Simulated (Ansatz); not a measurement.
The starting structures come from a database of crystals and need not be the phases stable at ambient conditions.

Here is the system:

```
CELL_PARAMETERS angstrom
      3.86549     0.00000     0.00000
      0.00000     3.86549     0.00000
      0.00000     0.00000     5.45561
ATOMIC_POSITIONS crystal
  Al 0.50000 0.50000 0.50000
  Ga 0.00000 0.00000 0.00000
  P  0.00000 0.50000 0.25039
  P  0.50000 0.00000 0.74961
```

Space group of this cell: P-4m2. The cell is taken as given; by LDA its mean pressure is -2.3 GPa.

Transport runs along the normal of the first two printed cell vectors, the (001) plane of the conventional cell.

The gap is the functional's own, uncorrected, and κ follows it; spin-orbit coupling is left out. Mid-gap values are interpolated between the computed energies.

### Question
Give the band gap and the smallest decay constant κ at mid-gap that LDA run with Ansatz (a program for electronic structure) yields.

### Answer
Gap 1.48 eV on a 8×8×6 mesh; κ = 0.151 1/Å, at the zone centre.
